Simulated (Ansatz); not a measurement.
Cost and result by functional for the adsorption energy of CO on the 1x1 (0001) surface of hcp Ti, one in a 2x2 cell, started at the site 'bridge Ti-Ti (span 2.9 Å)', in Ansatz (plane waves, PAW). Single points on the PBE structure, on one kind of machine; costs are rough ratios of the slab run's core time (references not counted) to the cheapest single point. r2SCAN's cost holds its higher cutoff (500 against 420 eV). Differences are taken against r2SCAN for comparison alone: no measured value is at hand, so the table doesn't rank accuracy.

Model: 18-atom slab, 6.8 Å thick at the start under the adsorbate (thin: gaps and levels are the slab's own), 6x6x1 mesh, Fermi-Dirac 0.1 eV, dipole correction, 8 atoms held, the rest relaxed; held to the start's symmetry, so lower structures may exist; no spin, no spin-orbit, no U, no dispersion correction. At the end it is bonded to 3 Ti. In PBE it is, or lies within 0.03 eV of, the lowest of the starts that converged. These notes are the PBE run's. Adsorption energies are against CO(g). A negative adsorption energy means that the adsorbate is more stable on the surface than in its reference.

```
functional                     relative cost  adsorption energy (eV)  less r2SCAN (eV)
-----------------------------  -------------  ----------------------  ----------------
RPBE                                       1                   -1.61              0.48
r2SCAN                                     2                   -2.09              0.00
PBE (the relaxed run's value)              –                   -1.90              0.19
```

The values span 0.48 eV, while the single points' costs differ by a factor of roughly 2. Differences are of unrounded values.

Ansatz is a quantum-chemistry and plane-wave program.
